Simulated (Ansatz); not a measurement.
# Ga_Al (zinc-blende AlP host)

Level of theory: PBE, PAW (plane waves to 420 eV; Ansatz, a quantum-chemistry and plane-wave program). A 2×2×2 supercell of 64 sites was used; the energies come from a 2×2×2 shifted sampling of its zone. Site at the start: the Al site. Energies of charged states are corrected for periodic images (point charge plus alignment at distant sites). Dielectric constants: PBE linear response of the host. Host gap at this level: 1.63 eV. These values are not converged in cell size to better than tenths of an eV. PBE underestimates the host's gap, which shifts levels and can delocalise carriers. Spin–orbit coupling is left out. Each state is the lowest found from its start.

Formation energies E_f are given with the Fermi level at the valence-band maximum. Chemical conditions: P-rich (Δμ(Al) = -1.26 eV, Δμ(Ga) = -0.86 eV, bounded by zinc-blende GaP; only phases computed here count, gases as isolated molecules at 0 K). Reference phases: Al: fcc Al, Ga: alpha gallium.

| charge | moment (μB) | largest move off a lattice site (Å) | image correction with alignment (eV) | E_f, P-rich (eV) |
|---|---|---|---|---|
| +1* | quenched | 0.01 | – | – |
| 0 | not spin-polarised | 0.01 | 0.00 | 0.02 |
| −1* | 1.0 | 0.01 | – | – |

* At this level the carrier isn't localised at the defect: at charge +1 holes occupy the valence band; at charge −1 electrons occupy the conduction band. Such a state is shallow or no state of the defect, and this cell gives it no level.

Starting moments that weren't kept: charge +1 began with 1 μB and ended with 0.0.
